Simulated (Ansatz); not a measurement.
Consider Re in the hcp (Mg type) structure (space group P6_3/mmc, No. 194; a = 2.7519 Å, c = 4.4401 Å; relaxed with 0.1 eV smearing).

Method: PBEsol (Ansatz, a first-principles code; PAW; 420 eV plane waves; no SOC).

Strains are applied to the cell and any free atomic positions relax.

One change was made to it. Results:

The pressure (mean of the normal stresses, compression positive) goes from zero to 6.1 GPa; the energy grows by 4.1 meV/atom.

Name the change that was made.
(A) isotropic strain +0.50 %
(B) isotropic strain +1.50 %
(C) isotropic strain +2.00 %
(D) isotropic strain −0.50 %
(E) isotropic strain −2.50 %

D, isotropic strain −0.50 %. For comparison, the pressure in the other runs: isotropic strain −2.50 % gives 35.0 GPa; isotropic strain +1.50 % gives -15.8 GPa; isotropic strain +2.00 % gives -20.3 GPa; isotropic strain +0.50 % gives -5.7 GPa.

Stability against distortions was not tested. All final runs are without spin polarisation.
